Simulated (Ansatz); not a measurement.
The reference is TlBr in the CsCl type structure (space group Pm-3m, No. 221; a = 3.840 Å).

All numbers come from Ansatz (a quantum-chemistry and plane-wave program) LDA, no spin-orbit coupling.

Base values:

The hole mass is 0.16 mₑ along k, 0.39 mₑ across (at X) and the volume per atom is 28.30 Å³.

One thing is altered: a hydrostatic pressure of 4.5 GPa.

### Question
How does this affect the hole mass and volume per atom?

### Answer
The hole mass goes from 0.16 mₑ along k, 0.39 mₑ across (at X) to 0.10 mₑ along k, 0.33 mₑ across (at X); the volume per atom falls by 2.78 Å³, from 28.30 Å³ to 25.52 Å³.

Spin-orbit coupling, missing from the scalar runs, can matter with Tl. The levels and masses belong to the bands next to the band gap. Load acts through the strain it causes; cell and atoms are relaxed under it. Masses are band curvatures over ±0.01 Å⁻¹ around the edge. Along k means along the line from Γ to the band edge. Whether these cells are dynamically stable was not tested.
